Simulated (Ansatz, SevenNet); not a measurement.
# L1₂ (Cu3Au-type) Ni3Fe: properties by level of theory

Reference values: lattice constant a 3.545 Å (measured, temperature not stated, copied from a table, unchecked, not corrected to a static lattice; as tabulated in Mineralogical Magazine 44, 225 (1981)).

```csv
level (code),lattice constant a (Å),enthalpy of formation (eV/atom)
SevenNet-0,3.535,-0.037
PBEsol (Ansatz),3.489,-0.082
PBE-D4 (Ansatz),3.511,-0.082
HSE06 (Ansatz),3.559,-0.252
```

Machine-learned potentials (SevenNet-0) are trained on DFT data: a solid inside that data is no test of them.

Ansatz's density-functional and Hartree–Fock values are scalar-relativistic unless marked +SOC, with PAW data made under PBE.

Spin-polarised runs: PBEsol (parallel moments), PBE-D4 (parallel moments), HSE06 (parallel moments).

Computed values are for the static lattice.

Ansatz is an electronic-structure program.
